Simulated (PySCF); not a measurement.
PySCF 2.14.0, R2SCAN/def2-svp, df: W(NH)(S)(Cl)(OH) ([NH]=[W]([OH])(=[S])[Cl]), 7 atoms. The geometry is a generated start, not checked to be a minimum at this level.

task: energy
method: r2scan
basis: def2-svp
two-electron scheme: density fitting
mol.max_memory: 3000 MB
mf.max_cycle: 100
mf.init_guess: minao (default)
mf.DIIS: CDIIS (default)
mf.conv_tol: 1e-09 (default)
mf.grids.level: 3 (default)
effective core potentials: those of the basis set, past Kr
basis functions: 106
grid points: 109672

```xyz
7

W      0.1181     0.3083     0.0272
N     -0.0580    -0.6131    -1.4756
H     -0.0353    -1.2148    -2.2991
S      2.2575     0.2868     0.4893
Cl    -0.3123     2.4143    -0.4423
O     -0.7806    -0.3238     1.5038
H     -1.1895    -0.8577     2.1967
```

Charge 0 and multiplicity 1 are set for this test and not shown to be the ground state.

One run each on 2 threads, 1 BLAS thread. Values of diis_space tried: 3, 5, 8 (default), 12, 20.

### Question
Predict the course of the Fock builds along this series.

### Answer
Fewest Fock builds, within one of each other: 8 (default) with 15, 12 with 15, 20 with 15. The count rises to 23 at 5. The run ends without SCF convergence in 100 cycles at 3.

| diis_space | Fock builds | end |
|---|---|---|
| 3 | 101 | no convergence |
| 5 | 23 | same solution |
| 8 (default) | 15 | same solution |
| 12 | 15 | same solution |
| 20 | 15 | same solution |
